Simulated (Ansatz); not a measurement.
A short convergence ladder for HfNi (Cm, 4 atoms in the cell)

```yaml
crystal:
  lattice:
    - [1.59292, -4.89236, 0.00000]
    - [1.59292, 4.89236, 0.00000]
    - [0.00000, 0.00000, 4.01472]
  atoms:
    - { symbol: Hf, position: [0.86101, 0.13899, 0.76245] }
    - { symbol: Hf, position: [0.13899, 0.86101, 0.25000] }
    - { symbol: Ni, position: [0.58425, 0.41575, 0.75000] }
    - { symbol: Ni, position: [0.41575, 0.58425, 0.25000] }
```

Base method: PBEsol, default PAW files made with PBE (plane waves; Ansatz, a first-principles code).

Base settings: basis.ecutwfc = 30.9 Ry; kpoints.mp_grid.grid = 9 9 7; hamiltonian.xc = pbesol; hamiltonian.pseudopotentials = {kind: paw} (the program's default PAW files); scf.occupations.method = gaussian; scf.occupations.width = 0.0073 Ry.

The count of work is k-points × plane waves × bands × iterations; it is no time. 

**The k-point mesh**

Only quantities that move along the ladder and can be compared are tabulated.

| kpoints.mp_grid.grid | free energy less the last step's (meV/atom) | pressure (GPa) | largest difference of a force vector from the last step's (eV/Å) | count of work / last |
|---|---|---|---|---|
| 2 2 2 | 112.96 | 1.57 | 0.619 | 0.020 |
| 3 3 2 | 28.91 | 1.58 | 0.376 | 0.027 |
| 3 3 3 | 21.56 | 1.26 | 0.392 | 0.033 |
| 5 5 4 | -3.54 | 0.97 | 0.048 | 0.086 |
| 9 9 7 | 1.54 | 0.89 | 0.023 | 0.53 |
| 11 11 9 | 0.00 | 0.90 | 0.000 | 1.0 |

Coarsest kpoints.mp_grid.grid that holds the pressure within 0.5 GPa of the last step, with all finer ones: 3 3 3, at 0.033 of the last step's count of work; the step before is off by 0.68 GPa.

Coarsest kpoints.mp_grid.grid that holds the free energy within 5 meV/atom of the last step, with all finer ones: 5 5 4, at 0.086 of the last step's count of work; the step before is off by 22 meV/atom.

Coarsest kpoints.mp_grid.grid that holds the forces within 0.02 eV/Å: not settled: the last two steps still differ by 0.023 eV/Å, over half the tolerance, so the ladder does not show it.

Two neighbours can agree and both be off: 2 2 2 and 3 3 2 differ by 0.01 GPa in the pressure, yet lie about 0.68 GPa from the last step.

On the base run: the starting cell comes from a database of computed structures (which also holds hypothetical and non-ambient phases and stackings), without a prior relaxation at this level. Its lattice was rescaled by up to half a per cent. One atom was moved a little off its site on purpose. Spin polarisation is off. Ansatz's pressure includes its estimate of the finite-basis (Pulay) stress.

Keys are those of Ansatz 0.2.
